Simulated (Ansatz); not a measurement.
**Pressure series in TiSi2**

Take TiSi2 (space group Fddd, No. 70; a = 4.806 Å, b = 8.265 Å, c = 8.565 Å) as the base.

Cell and atoms are relaxed at each pressure.

The values are results of PBE (Ansatz, a first-principles code, PAW, scalar-relativistic without spin-orbit coupling), earlier PAW set, not measurements.

Notes on the quantities. enthalpy: H = E + PV relative to the base's energy.

```tsv
case	shortest interatomic distance	density	enthalpy
base	2.534 Å	4.06 g/cm³	–
pressure 3 GPa	2.520 Å	4.15 g/cm³	+0.26 eV/atom
pressure 7 GPa	2.503 Å	4.25 g/cm³	+0.61 eV/atom
pressure 15 GPa	2.472 Å	4.44 g/cm³	+1.27 eV/atom
pressure 30 GPa	[?]	[?]	+2.44 eV/atom
pressure 50 GPa	2.378 Å	5.07 g/cm³	+3.91 eV/atom
pressure 75 GPa	2.331 Å	5.43 g/cm³	+5.62 eV/atom
```

Complete the table.


- pressure 30 GPa, shortest interatomic distance: 2.426 Å
- pressure 30 GPa, density: 4.74 g/cm³

Load acts through the strain it causes; cell and atoms are relaxed under it. Whether these cells are dynamically stable was not tested. No other phases were tried under pressure. The final runs are not spin-polarised.
